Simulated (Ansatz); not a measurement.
The starting structures come from a database of crystals and need not be the phases stable at ambient conditions.

Given:

```yaml
crystal:
  lattice:
    - [3.38795, 0.00000, 0.00000]
    - [0.00000, 6.58922, 0.00000]
    - [0.00000, 0.00000, 5.63274]
  atoms:
    - { symbol: Zr, position: [0.75000, 0.89158, 0.75154] }
    - { symbol: Zr, position: [0.25000, 0.10842, 0.24846] }
    - { symbol: Zr, position: [0.25000, 0.39158, 0.74846] }
    - { symbol: Zr, position: [0.75000, 0.60842, 0.25154] }
    - { symbol: O, position: [0.25000, 0.65924, 0.97802] }
    - { symbol: O, position: [0.75000, 0.34076, 0.02198] }
    - { symbol: O, position: [0.75000, 0.15924, 0.52198] }
    - { symbol: O, position: [0.25000, 0.84076, 0.47802] }
    - { symbol: O, position: [0.25000, 0.07650, 0.86074] }
    - { symbol: O, position: [0.75000, 0.92350, 0.13926] }
    - { symbol: O, position: [0.75000, 0.57650, 0.63926] }
    - { symbol: O, position: [0.25000, 0.42350, 0.36074] }
```

Space group of this cell: Pnma. The cell is taken as given; by LDA its mean pressure is -18.4 GPa.

Transport runs along the normal of the first two printed cell vectors.

The gap is the functional's own, uncorrected, and κ follows it; spin-orbit coupling is left out. Mid-gap values are interpolated between the computed energies.

Q: Give the band gap and the smallest decay constant κ at mid-gap that LDA (Ansatz, a quantum-chemistry and plane-wave program) yields.

A: Gap 2.81 eV on a 10×6×6 mesh; κ = 0.423 1/Å, at the zone centre.
